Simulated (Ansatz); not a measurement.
Data:

```xyz
6
Lattice="3.0473 0.0000 0.0000 -1.5236 2.6390 0.0000 0.0000 0.0000 11.1823" Properties=species:S:1:pos:R:3 pbc="T T T"
W      0.0000     1.7593     2.7956
W      1.5236     0.8797     8.3868
S      0.0000     1.7593     6.8065
S      1.5236     0.8797     1.2154
S      1.5236     0.8797     4.3758
S      0.0000     1.7593     9.9670
```

No spin polarisation.

All numbers come from plane-wave PAW DFT at the PBEsol-D3(BJ) level (Ansatz, a quantum-chemistry and plane-wave program, 420 eV), no spin-orbit coupling. Γ-centred 12×12×3 mesh, Fermi–Dirac width 0.05 eV.

Question: Predict the electron mass, hole mass, band gap and gap character.

Answer: 
```json
{
 "electron_mass": "0.31 mₑ along c, 0.40 mₑ across (off the special points)",
 "hole_mass": "1.3 mₑ along c, 0.30 mₑ across (at Γ)",
 "band_gap": "0.23 eV",
 "gap_character": "indirect, Γ → K–Γ (44 % along)"
}
```

With W present, leaving out spin-orbit coupling can change the band edges. Load acts through the strain it causes; cell and atoms are relaxed under it. Effective masses come from finite differences of ±0.01 Å⁻¹. No phonon test of stability was made. No other phases were tried under pressure. The cell was made from WS2 in the 2H-MoS2 type structure (space group P6_3/mmc, No. 194; layered, stacked along the Cartesian z axis) by this change: pressure 10 GPa. The zero or small gap of WS2 under pressure 10 GPa can change with the level of theory.
